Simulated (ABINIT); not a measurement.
# A self-consistent single point of BaMg₃ (Pmm2, 4 atoms in the cell) with ABINIT

Level of theory: LDA (PW92), PAW (JTH v2.0 LDA PAW) (plane waves; ABINIT).

The input file:

```
# BaMg3, JTH v2.0 LDA PAW
pp_dirpath "./"
pseudos "Ba.LDA_PW-JTH.xml, Mg.LDA_PW-JTH.xml"
acell 6.8661309012 9.8262281384 12.6938251716
rprim
         1.0000000000    0.0000000000    0.0000000000
         0.0000000000    1.0000000000    0.0000000000
         0.0000000000    0.0000000000    1.0000000000
natom 4
ntypat 2
znucl 56 12
typat 1 2 2 2
xred
         0.0000000000    0.0000000000    0.1593400000
         0.5000000000    0.0000000000    0.6590000000
         0.5000000000    0.5000000000    0.4054500000
         0.0000000000    0.5000000000    0.7762000000
ecut 20
pawecutdg 40
pawxcdev 0
occopt 7
tsmear 0.00367493
nband 27
kptopt 1
ngkpt 7 5 4
nshiftk 1
shiftk 0 0 0
nstep 60
toldfe 1.0e-09
prtwf 0
prtden 0
prtvol 1
```

The program printed (abridged):

```
 Symmetries : space group Pm m 2 (# 25); Bravais oP (primitive ortho.)

 -outvars: echo values of preprocessed input variables --------
            acell      6.8661309012E+00  9.8262281384E+00  1.2693825172E+01 Bohr
             ecut      2.00000000E+01 Hartree
              ixc       -1012
         kptrlatt        7    0    0      0    5    0      0    0    4
          kptrlen      4.80629163E+01
            natom           4
            nband          27
            ngfft          30      40      54
          ngfftdg          40      60      75
             nkpt          36
            nstep          60
             nsym           4
           ntypat           2
           occopt           7
        pawecutdg      4.00000000E+01 Hartree
         pawxcdev           0
          spgroup          25
           toldfe      1.00000000E-09 Hartree
           tsmear      3.67493000E-03 Hartree
            typat      1  2  2  2
           useylm           1
             xred      0.0000000000E+00  0.0000000000E+00  1.5934000000E-01
                       5.0000000000E-01  0.0000000000E+00  6.5900000000E-01
                       5.0000000000E-01  5.0000000000E-01  4.0545000000E-01
                       0.0000000000E+00  5.0000000000E-01  7.7620000000E-01
            znucl       56.00000   12.00000

== DATASET  1 ==================================================================

 Real(R)+Recip(G) space primitive vectors, cartesian coordinates (Bohr,Bohr^-1):
 R(1)=  6.8661309  0.0000000  0.0000000  G(1)=  0.1456424  0.0000000  0.0000000
 R(2)=  0.0000000  9.8262281  0.0000000  G(2)=  0.0000000  0.1017684  0.0000000
 R(3)=  0.0000000  0.0000000 12.6938252  G(3)=  0.0000000  0.0000000  0.0787785
 Unit cell volume ucvol=  8.5642914E+02 bohr^3
 Angles (23,13,12)=  9.00000000E+01  9.00000000E+01  9.00000000E+01 degrees

 Coarse grid specifications (used for wave-functions):

 getcut: wavevector=  0.0000  0.0000  0.0000  ngfft=  30  40  54
         ecut(hartree)=     20.000   => boxcut(ratio)=   2.02206

 Fine grid specifications (used for densities):

 getcut: wavevector=  0.0000  0.0000  0.0000  ngfft=  40  60  75
         ecut(hartree)=     40.000   => boxcut(ratio)=   2.04622

   3.79436466E+03                                ecore*ucvol(ha*bohr**3)

_setup2: Arith. and geom. avg. npw (full set) are    3658.893    3658.880

--- !BeginCycle
solver: {iscf: 17, nstep: 60, nline: 4, wfoptalg: 10, }
tolerances: {toldfe: 1.00E-09, }
...

     iter   Etot(hartree)      deltaE(h)  residm     nres2
 ETOT  1  -215.02222643893    -2.150E+02 8.463E+00 1.915E+00
 ETOT  2  -216.43748443841    -1.415E+00 9.876E-03 3.878E-01
 ETOT  3  -216.43383384286     3.651E-03 3.668E-03 8.296E-02
 ETOT  4  -216.43360507579     2.288E-04 6.297E-04 1.115E-02
 ETOT  5  -216.43358659075     1.849E-05 2.467E-04 2.193E-04
 ETOT  6  -216.43358805493    -1.464E-06 2.204E-04 6.692E-05
 ETOT  7  -216.43358770522     3.497E-07 1.019E-04 6.782E-06
 ETOT  8  -216.43358767108     3.414E-08 8.145E-05 3.100E-07
 ETOT  9  -216.43358767102     6.173E-11 5.115E-05 4.660E-08
 ETOT 10  -216.43358767093     8.933E-11 3.327E-05 1.454E-09

 At SCF step   10, etot is converged :
  for the second time, diff in etot=  8.933E-11 < toldfe=  1.000E-09

 Cartesian components of stress tensor (hartree/bohr^3)
  sigma(1 1)=  4.83473247E-05  sigma(3 2)=  0.00000000E+00
  sigma(2 2)=  3.57240012E-05  sigma(3 1)=  0.00000000E+00
  sigma(3 3)=  4.04729755E-05  sigma(2 1)=  0.00000000E+00

 ----iterations are completed or convergence reached----

 reduced coordinates (array xred) for    4 atoms
       0.000000000000      0.000000000000      0.159340000000
       0.500000000000      0.000000000000      0.659000000000
       0.500000000000      0.500000000000      0.405450000000
       0.000000000000      0.500000000000      0.776200000000
 cartesian forces (eV/Angstrom) at end:
    1     -0.00000000000000    -0.00000000000000    -0.00367487497526
    2     -0.00000000000000    -0.00000000000000    -0.02466904751517
    3     -0.00000000000000    -0.00000000000000     0.01392799542742
    4     -0.00000000000000    -0.00000000000000     0.01441592706300
 frms,max,avg= 9.2370388E-03 2.4669048E-02   0.000E+00  0.000E+00 -1.721E-03 e/A
 length scales=  6.866130901200  9.826228138400 12.693825171600 bohr
              =  3.633399984111  5.199815977247  6.717282970637 angstroms
 Fermi (or HOMO) energy (hartree) =   0.11200   Average Vxc (hartree)=  -0.30633
 Eigenvalues (hartree) for nkpt=  36  k points:
 kpt#   1, nband= 27, wtk=  0.00714, kpt=  0.0000  0.0000  0.0000 (reduced coord)
  -2.66409   -2.65519   -2.65419   -1.46732   -1.46636   -1.46625   -1.45790   -1.45775
  -1.45753   -1.45705   -1.45692   -1.45638   -0.93304   -0.38840   -0.38790   -0.36527
  -0.09388    0.03740    0.06381    0.09937    0.10263    0.14238    0.14650    0.24142
   0.27001    0.27332    0.29254
      occupation numbers for kpt#   1
   2.00000    2.00000    2.00000    2.00000    2.00000    2.00000    2.00000    2.00000
   2.00000    2.00000    2.00000    2.00000    2.00000    2.00000    2.00000    2.00000
   2.00000    2.00000    2.00000    2.00000    1.99969    0.00000    0.00000    0.00000
   0.00000    0.00000    0.00000
 prteigrs : prtvol=0 or 1, do not print more k-points.

--- !EnergyTerms
comment             : Components of total free energy in Hartree
kinetic             :  1.93241544703724E+01
hartree             :  5.61495139900497E+01
xc                  : -1.29516147083675E+01
Ewald energy        : -9.37168854121232E+01
psp_core            :  4.43044788041887E+00
local_psp           : -1.64825871623050E+02
spherical_terms     : -2.48428168095170E+01
internal            : -2.16433072212217E+02
'-kT*entropy'       : -5.43989383668475E-04
total_energy        : -2.16433616201600E+02
total_energy_eV     : -5.88945821066966E+03
...

-Cartesian components of stress tensor (GPa)         [Pressure= -1.2214E+00 GPa]
- sigma(1 1)=  1.42242716E+00  sigma(3 2)=  0.00000000E+00
- sigma(2 2)=  1.05103623E+00  sigma(3 1)=  0.00000000E+00
- sigma(3 3)=  1.19075585E+00  sigma(2 1)=  0.00000000E+00

 Calculation completed.
```

The run converged in 10 iterations.

The starting cell comes from a database of computed structures (which also holds hypothetical and non-ambient phases and stackings), without a prior relaxation at this level. Its lattice was rescaled by a random factor within 2.5 % of one.

Cost on one core of a shared machine: roughly 60 s.
